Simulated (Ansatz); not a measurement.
Where the default PAW files enter, the runs use the earlier of Ansatz's two default sets.

Consider the following.

```
CELL_PARAMETERS angstrom
      3.93078     0.00000     0.00000
     -1.96539     3.40416     0.00000
      0.00000     0.00000     6.11195
ATOMIC_POSITIONS crystal
  La 0.66667 0.33333 0.75376
  La 0.33333 0.66667 0.24624
  O  0.66667 0.33333 0.35411
  O  0.33333 0.66667 0.64589
  O  0.00000 0.00000 0.00000
```

Space group of this cell: P-3m1. The cell is taken as given; by r2SCAN its mean pressure is 0.6 GPa.

Level of theory: r2SCAN (plane waves, PAW; Ansatz, a quantum-chemistry and plane-wave program).

The current runs along the normal of the first two printed vectors; no spin-orbit coupling. Scaled by the factor s: both lengths across the current (ions clamped). Meshes 12×12×6 and 12×12 across the current in all rows.

```
s     mean pressure (GPa)  band gap (eV)
----  -------------------  -------------
0.98                  7.4              ?
1.00                  0.6           4.22
1.02                 -4.9           4.12
```

### Question
Take the slope of the band gap against ln s from the two given rows, extrapolate to s = 0.98, and say what the run there gives.

### Answer
Slope = (4.12 − 4.22) / ln 1.02 = -5.05 eV. The line gives 4.22 + (-5.05) × ln 0.98 = 4.32 eV. The run gives 4.27 eV, 0.05 eV under the line, 51 % of the predicted step.
